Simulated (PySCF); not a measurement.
PySCF is run on As (Pm-3m, 1 atom in the cell), and the run fails. The aim is a self-consistent single point with DFT PBESOL, Gaussian basis gth-szv, GTH pseudopotentials gth-pbe, FFT density fitting with multigrid.

Cell that was meant: a = 2.7321 Å, b = 2.7321 Å, c = 2.7321 Å, α = 90.00°, β = 90.00°, γ = 90.00°.

Part of the input:

```python
kdft.max_cycle = 60
kdft.diis_start_cycle = 5
kdft.damp = 0.5
kdft.init_guess = 'huckel'
kdft = scf.addons.smearing_(kdft, sigma=0.00367493, method='gauss')
kdft.kernel()
```

The program printed (abridged):

```
init E= -5.73000901856802
cycle= 1 E= -5.73000901856803  delta_E= -1.78e-15  |g|=    0  |ddm|= 7.69e-16
Extra cycle  E= -5.73000901856803  delta_E=    0  |g|=    0  |ddm|=    0
Atomic HF for atom  As  converged. SCF energy = -5.73000901856803
Traceback (most recent call last):
   [... frames left out ...]
ValueError: f(a) and f(b) must have different signs
```

**Question.** From the messages shown, name the fault and mend the input.

**Answer.** The fault is a starting guess that this class of run does not serve. Not every guess is implemented for periodic cells on several k-points. To fix it, use a guess that the class supports. The program stopped before any SCF iteration.

The sound input it was made from differs as follows (other fixes are possible):
```diff
-kdft.init_guess = 'huckel'
```

With that input, the run converged in 6 iterations: free energy E − TS -170.6033 eV; Fermi level (on the code's own zero) 8.55 eV (DFT PBESOL, Gaussian basis gth-szv, GTH pseudopotentials gth-pbe, FFT density fitting with multigrid).

On the sound input: the starting cell comes from a database of computed structures (which also holds hypothetical and non-ambient phases and stackings), without a prior relaxation at this level. Its lattice was rescaled by a random factor within 2.5 % of one. Values carry the incompleteness of an atom-centred basis.
